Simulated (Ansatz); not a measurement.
**What La → Na does to La**

The reference is La (space group P6_3/mmc, No. 194; a = 3.786 Å, c = 12.033 Å).

Perturbation: full substitution La → Na; the structure is relaxed again.

All numbers come from DFT with r2SCAN, PAW potentials and a 500 eV plane-wave cutoff in Ansatz (a first-principles code), no spin-orbit coupling. Γ-centred 14×14×4 mesh, Fermi–Dirac width 0.05 eV.

| quantity | base | changed | shift |
|---|---|---|---|
| volume per atom | 37.33 Å³ | 37.75 Å³ | +0.42 Å³ |
| density | 6.18 g/cm³ | 1.01 g/cm³ | -5.17 g/cm³ |
| lattice parameter a | 3.786 Å | 3.764 Å | -0.0214 Å |
| c/a ratio | 3.179 | 3.269 | +0.0906 |
| space group | P6_3/mmc (No. 194) | P6_3/mmc (No. 194) | – |
| shortest interatomic distance | 3.718 Å | 3.764 Å | +0.046 Å |
| band gap | zero | zero | – |

Stability against distortions was not tested. This is not the structure that Na has at room temperature and ambient pressure.
